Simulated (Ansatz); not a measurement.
# What H interstitial (started 2.70 Å from the nearest host atom), symmetric start does to CdTe

Base system: a 16-atom supercell of CdTe in the zinc blende structure (space group F-43m, No. 216; a = 6.618 Å) at its relaxed geometry.

The change: one H atom is added in an open site, starting 2.70 Å from the nearest host atom, atoms relaxed at fixed cell.

All numbers come from Ansatz (a program for electronic structure), PBE, PAW, cutoff 420 eV, no spin-orbit coupling. Γ-centred 3×3×3 mesh, Fermi–Dirac width 0.01 eV.

| quantity | base | changed | shift |
|---|---|---|---|
| pressure | 0.0 GPa | 0.1 GPa | +0.05 GPa |
| largest displacement of a host atom from its site in the perfect cell | – | 0.09 Å | – |

Other magnetic orders, which the real material may have, were not ruled out. In so small a cell the defect repeats every few ångströms: this is an ordered compound, not a dilute defect. The defect started on the symmetric site and kept its symmetry, so it may sit on a saddle. The defect cell is spin-polarised and ends with 1.0 μB.
